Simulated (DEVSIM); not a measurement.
Device: Co/HfO2/p-Ge capacitor, at 300 K.

Layer 1 from the left is HfO2, thickness (nm) 7.20. Layer 2 from the left is Ge, thickness (nm) 950, Na (cm⁻³) 3.9e17.

Metal gate on the left, work function 5 eV. Fixed charge at the semiconductor interface -9.9e10 cm⁻² (in units of +e); no interface traps.

The device is made up for the run: typed textbook-type constants, with dimensions and the other settings drawn at random. Values at 300 K.

HfO2: gap (eV) 5.7, affinity (eV) 2.5, permittivity 22. Ge: gap (eV) 0.664, affinity (eV) 4, permittivity 16, Nc (cm⁻³) 1.04e19, Nv (cm⁻³) 6e18.

Model (solved in DEVSIM): 1D Poisson equation in equilibrium, Boltzmann statistics, complete ionisation; no quantum confinement or tunnelling. Metal contacts follow the ideal Schottky-Mott rule: no Fermi-level pinning, no interface dipoles.

Q: What does the simulation give for the minimum of the low-frequency capacitance?

A: minimum of the low-frequency capacitance 0.310 μF/cm².
